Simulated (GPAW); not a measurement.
# Relaxation of cell and atoms of TiOs (Pm-3m, 2 atoms in the cell) at several settings

```
TiOs
1.0
    3.08000     0.00000     0.00000
    0.00000     3.08000     0.00000
    0.00000     0.00000     3.08000
Os Ti
1 1
Direct
  0.00000   0.00000   0.00000
  0.50000   0.50000   0.50000
```

Base: PBEsol, GPAW PAW datasets PBEsol (made by gpaw-setup) (GPAW). Its settings: mode = pw; ecut = 800 eV; xc = PBEsol; kpts = 7 7 7; mesh shift (steps) = 0 0 0; occupations.name = methfessel-paxton; occupations.width = 0.136 eV; occupations.order = 1; nbands = -6; symmetry.symmorphic = false; symmetry.tolerance = 0.0005; maxiter = 100. Starting volume 14.61 Å³ per atom.

Each line gives the change from the base single point and the result:

- xc: PBEsol → LDA; convergence.density: default → 1e-05 e/electron; optimizer: default → BFGS; fmax: default → 0.02 eV/Å; potentials: GPAW PAW datasets LDA (gpaw-data 1.0.1) [DFT LDA (Perdew-Wang 92), plane waves, GPAW PAW datasets LDA (gpaw-data 1.0.1)]: pressure 0.22 GPa; final cell a = b = c = 3.040 Å, α = β = γ = 90.00°; final volume per atom 14.05 Å³; relaxation steps 2.
- convergence.density: default → 1e-05 e/electron; optimizer: default → BFGS; fmax: default → 0.02 eV/Å: pressure 0.04 GPa; final cell a = b = c = 3.0643 Å, α = β = γ = 90.00°; final volume per atom 14.39 Å³; relaxation steps 2; free energy against the base single point -2.4 meV/atom.
- convergence.density: default → 1e-05 e/electron; dispersion: default → d3bj; optimizer: default → BFGS; fmax: default → 0.02 eV/Å [DFT PBEsol-D3(BJ), plane waves, GPAW PAW datasets PBEsol (made by gpaw-setup)]: pressure 0.22 GPa; final cell a = 3.035 Å, b = 3.035 Å, c = 3.035 Å, α = 90.00°, β = 90.00°, γ = 90.00°; final volume per atom 13.97 Å³; relaxation steps 2.

The starting cell comes from a database of published, mostly measured structures (it also holds non-ambient and calculated ones), without a prior relaxation at this level. Spin polarisation is off.
